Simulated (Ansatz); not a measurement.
The parent structure is CaF$_{2}$ in the fluorite structure (space group Fm-3m, No. 225; a = 5.421 Å).

Level of theory: DFT with PBEsol, PAW potentials and a 420 eV plane-wave cutoff in Ansatz (a quantum-chemistry and plane-wave program), no spin-orbit coupling.

Base values:

The gap character is indirect, X → Γ.

It is then changed as follows: 0.398 electrons added to each cell, a density of 1.0×10^22 cm⁻³, with a uniform compensating background at fixed cell and a 300 K Fermi–Dirac width.

Task: What happens to the gap character and Fermi level from band edge?

Result: The gap character remains indirect, X → Γ; the Fermi level relative to the doped band's edge (positive inside the band; to 0.05 eV) comes out as +1.35 eV.

Carriers are added with a uniform compensating background; total energy and stress of such cells depend on the potential's zero and are not compared; many-body gap narrowing is missing at this level. Whether these cells are dynamically stable was not tested.
